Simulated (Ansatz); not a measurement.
Base system: Sn (space group I4_1/amd, No. 141; a = 5.947 Å, c = 3.212 Å).

(Cell as relaxed with PBE.)

Levels (all Ansatz, a program for electronic structure, PAW): PBE (420 eV, spin-orbit coupling left out); PBEsol (420 eV, spin-orbit coupling left out).

Each level relaxes its own structure.

| base | PBE | PBEsol |
|---|---|---|
| volume per atom | 28.40 Å³ | 26.86 Å³ |
| lattice parameter a | 594.7 pm | 583.3 pm |
| band gap | zero | zero |

One thing is altered: cell and atoms relaxed at a pressure of 1.8 GPa.

```json
[
 {"quantity": "lattice parameter a", "PBE": "588.0 pm", "PBEsol": "…"},
 {"quantity": "c/a ratio", "PBE": "0.540", "PBEsol": "…"}
]
```

Problem. What does PBEsol give?

Solution. 
- lattice parameter a, PBEsol: 577.5 pm
- c/a ratio, PBEsol: 0.542

PBE's lattice parameter a lies 10.5 pm above PBEsol's (1.8 %). Neither level is exact; PBEsol is the comparison here, not a measurement.

Load acts through the strain it causes; cell and atoms are relaxed under it. Stability against distortions was not tested.
